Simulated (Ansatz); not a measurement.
Consider the following.

```
HfS2
1.0
    3.54747     0.00000     0.00000
   -1.77373     3.07220     0.00000
    0.00000     0.00000     5.49320
Hf S
1 2
Cartesian
  0.00000   0.00000   0.00000
  1.77373   1.02407   1.45614
  0.00000   2.04813   4.03705
```

No spin polarisation.

Computed with plane-wave PAW DFT at the PBEsol-D3(BJ) level (Ansatz, a quantum-chemistry and plane-wave program, 420 eV), no SOC. Γ-centred 11×11×6 mesh, Fermi–Dirac width 0.05 eV.

Q: Predict the stress and valence-band top at Γ.

A: Stress (xx, yy, zz, yz, xz, xy; compression positive): (0.21, 0.21, 1.11, 0.00, 0.00, 0.00) GPa
Valence-band top at Γ (three highest levels, from the VBM): 0.00, -0.39, -0.39 eV

Spin-orbit coupling, missing from the scalar runs, can matter with Hf. The levels and masses belong to the bands next to the band gap. The cells carry an imposed strain or load. No phonon test of stability was made. The cell was made from HfS2 in the CdI2 type structure (space group P-3m1, No. 164; layered, stacked along the Cartesian z axis) by this change: uniaxial strain ε_zz = −1.50 %.
